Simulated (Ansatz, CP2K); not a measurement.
A CP2K input for a self-consistent single point of SiO₂ (P4_2/mnm, 6 atoms in the cell) (DFT PBE, GPW, DZVP-MOLOPT-SR-GTH basis, GTH-PBE potentials (GTH_POTENTIALS)):

```
&GLOBAL
  PROJECT sio2
  RUN_TYPE ENERGY_FORCE
  PRINT_LEVEL LOW
&END GLOBAL
&FORCE_EVAL
  METHOD Quickstep
  STRESS_TENSOR ANALYTICAL
  &DFT
    BASIS_SET_FILE_NAME BASIS_MOLOPT
    POTENTIAL_FILE_NAME GTH_POTENTIALS
    &QS
      METHOD GPW
      EPS_DEFAULT 1E-10
    &END QS
    &MGRID
      CUTOFF 450
      REL_CUTOFF 50
      NGRIDS 4
    &END MGRID
    &SCF
      SCF_GUESS ATOMIC
      EPS_SCF 1E-7
      MAX_SCF 100
      ADDED_MOS 6
      &DIAGONALIZATION
        ALGORITHM STANDARD
      &END DIAGONALIZATION
      &MIXING
        METHOD BROYDEN_MIXING
        ALPHA 0.4
        NBUFFER 12
        BETA 1
      &END MIXING
      &SMEAR ON
        METHOD FERMI_DIRAC
        ELECTRONIC_TEMPERATURE [K] 580.23
      &END SMEAR
    &END SCF
    &KPOINTS
      SCHEME MONKHORST-PACK 5 5 8
      GAMMA_CENTERED T
    &END KPOINTS
    &XC
      &XC_FUNCTIONAL PBE
      &END XC_FUNCTIONAL
    &END XC
    &PRINT
      &MO
        EIGENVALUES T
        OCCUPATION_NUMBERS T
        NDIGITS 8
        FILENAME mo
        &EACH
          QS_SCF 0
        &END EACH
        ADD_LAST NUMERIC
      &END MO
      &MULLIKEN OFF
      &END MULLIKEN
    &END PRINT
  &END DFT
  &SUBSYS
    &CELL
      A 4.13777400 0.00000000 0.00000000
      B 0.00000000 4.13777400 0.00000000
      C 0.00000000 0.00000000 2.64302800
      PERIODIC XYZ
    &END CELL
    &COORD
      SCALED
      Si       0.00000000     0.00000000     0.00000000
      Si       0.50000000     0.50000000     0.50000000
      O        0.30600000     0.30600000     0.00000000
      O        0.80600000     0.19400000     0.50000000
      O        0.19400000     0.80600000     0.50000000
      O        0.69400000     0.69400000     0.00000000
    &END COORD
    &KIND Si
      BASIS_SET DZVP-MOLOPT-SR-GTH-q4
      POTENTIAL GTH-PBE-q4
    &END KIND
    &KIND O
      BASIS_SET DZVP-MOLOPT-SR-GTH-q6
      POTENTIAL GTH-PBE-q6
    &END KIND
  &END SUBSYS
  &PRINT
    &FORCES ON
    &END FORCES
    &STRESS_TENSOR ON
    &END STRESS_TENSOR
  &END PRINT
&END FORCE_EVAL
```

Q: Write the same calculation as an input for Ansatz (a first-principles code).

A: This is the input that was run; spellings and numerical settings could be chosen otherwise.

Ansatz 0.2 input:
```yaml
# SiO2
crystal:
  lattice:
    - [4.137774, 0.000000, 0.000000]
    - [0.000000, 4.137774, 0.000000]
    - [0.000000, 0.000000, 2.643028]
  atoms:
    - { symbol: Si, position: [0.000000, 0.000000, 0.000000] }
    - { symbol: Si, position: [0.500000, 0.500000, 0.500000] }
    - { symbol: O, position: [0.306000, 0.306000, 0.000000] }
    - { symbol: O, position: [0.806000, 0.194000, 0.500000] }
    - { symbol: O, position: [0.194000, 0.806000, 0.500000] }
    - { symbol: O, position: [0.694000, 0.694000, 0.000000] }
basis:
  ecutwfc: 420.0 eV
kpoints:
  mp_grid: { grid: [5, 5, 8] }
hamiltonian:
  xc: pbe
  pseudopotentials: { kind: paw }
scf:
  occupations: { method: fermi_dirac, width: 0.05 eV }
output:
  forces: true
  eigenvalues: true
  stress: true
```

Basis settings and potentials, where a program has them, do not carry over. This input uses DFT, PBE, plane waves, default PAW files.

The starting cell has typed, rounded lattice constants, without a prior relaxation at this level. Its lattice was rescaled by a random factor within 2.5 % of one. For this run, on top of that: lattice scaled by 0.98.
